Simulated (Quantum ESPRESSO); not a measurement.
Quick settings and what they miss: Mn2SnS4 (Cmmm, 7 atoms in the cell)

Self-consistent single point.

```
CELL_PARAMETERS angstrom
      3.70359    -5.24562     0.00000
      3.70359     5.24562     0.00000
      0.00000     0.00000     3.70683
ATOMIC_POSITIONS crystal
  Mn 0.50000 0.00000 0.50000
  Mn 0.00000 0.50000 0.50000
  Sn 0.00000 0.00000 0.00000
  S  0.24784 0.75216 0.00000
  S  0.75216 0.24784 0.00000
  S  0.24912 0.24912 0.50000
  S  0.75088 0.75088 0.50000
```
Moments meant for the start (each program seeds them in its own way; μB, in the order of the atoms Mn Mn Sn S S S S): 4.0 4.0 0.0 0.0 0.0 0.0 0.0.

Method of the run: PBEsol, SSSP 1.1.2 efficiency (PBE) pseudopotentials (plane waves; Quantum ESPRESSO).

Base settings: ecutwfc = 50 Ry; ecutrho = 400 Ry; occupations = smearing; smearing = marzari-vanderbilt; degauss = 0.0036749 Ry; nspin = 2; input_dft = pbesol; potentials = {Mn: mn_pbe_v1.5.uspp.F.UPF, Sn: Sn_pbe_v1.uspp.F.UPF, S: s_pbe_v1.4.uspp.F.UPF}; K_POINTS = automatic 3 3 5 0 0 0; conv_thr = 1e-10 Ry; mixing_beta = 0.3.

Tight run (finer mesh or higher cutoff; not a proven limit): ecutwfc: 50 Ry → 70 Ry; ecutrho: 400 Ry → 560 Ry; conv_thr: 1e-10 Ry → 7.3e-11 Ry; K_POINTS: automatic 3 3 5 0 0 0 → automatic 5 5 7 0 0 0. It gave Fermi level (on the code's own zero) 8.46 eV; pressure -5.43 GPa; largest force (vector length) 0.255 eV/Å; size of the cell's spin moment 9.29 μB; site moments (μB, in the program's spheres or projections) Mn 4.19, Mn 4.19, Sn -0.02, S 0.07, S 0.07, S 0.04, S 0.04.

Quick runs, as changes from the base:
- A: the base itself
- B: ecutwfc: 50 Ry → 25 Ry; ecutrho: 400 Ry → 200 Ry; degauss: 0.0036749 Ry → 0.019992 Ry; input_dft: pbesol → default; pseudopotentials: {Mn: mn_pbe_v1.5.uspp.F.UPF, Sn: Sn_pbe_v1.uspp.F.UPF, S: s_pbe_v1.4.uspp.F.UPF} → {Mn: mn_lda_v1.5.uspp.F.UPF, Sn: sn_lda_v1.4.uspp.F.UPF, S: s_lda_v1.4.uspp.F.UPF}; K_POINTS: automatic 3 3 5 0 0 0 → automatic 4 4 4 1 1 1 [LDA (PZ)]

† marks runs with another functional, U, potentials or spin treatment: their distance from the tight run is not a convergence error alone.

The count of work is k-points × plane waves × bands × iterations; it is no time. Core times come from one kind of shared machine and are given to one figure; runs under 30 s give none.

The starting cell comes from a database of computed structures (which also holds hypothetical and non-ambient phases and stackings), without a prior relaxation at this level. Its lattice was rescaled by a random factor within 2.5 % of one. The magnetic order is the one reached from the typed start; others were not searched systematically. In the base run, with a pressure of about -5 GPa the cell is away from its equilibrium volume at this level. Without a gap this mesh is coarse (it stands for a supercell whose shortest vector is 19 Å).

```tsv
run	pressure less tight (GPa)	largest miss in a force vector (eV/Å)	count of work / tight	core time / tight (rough)
A	-0.01	0.045	0.21	0.2
B†	-43.51	0.077	0.068	0.07
```

Left out of this page: 4 runs of the series outside the window shown, repeating another row's setting, or not comparable.
